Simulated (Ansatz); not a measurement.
Functionals compared on a constructed model of the (0001) surface of hcp Co, ferromagnetic, a pseudomorphic layer of Al in the host's stacking (bottom of the slab: a bare face, its two planes held), in Ansatz (plane waves, PAW). The structure was relaxed with PBE; the other rows are single points on it. Cutoff 420 eV.

Model: 7-atom slab, 12.2 Å thick at the start with caps and adatoms (thin: gaps and levels are the slab's own), 17x17x1 mesh, Fermi-Dirac 0.1 eV, dipole correction, 2 atoms held, the rest relaxed; held to the start's symmetry, so lower structures may exist; spin-polarised, ending with about 9.5 μB a cell; orders that need a larger cell were not tried, no spin-orbit, no U. In PBE it is, or lies within 0.01 eV a 1x1 cell of, the lowest of the 2 structures of its composition computed so far; subsurface sites and larger cells were not tried. These notes are the PBE run's.

```
functional  work function of the top face (eV)  magnetic moment of the cell (μB)  rough cost of the single point
----------  ----------------------------------  --------------------------------  ------------------------------
PBE                                       4.06                              9.55                               –
RPBE                                (withheld)                              9.64  around 90 core-seconds (rough)
```

Task: Some entries are withheld; supply them.

Result: 
- RPBE, work function of the top face (eV): 3.97

Ansatz is a program for electronic structure.
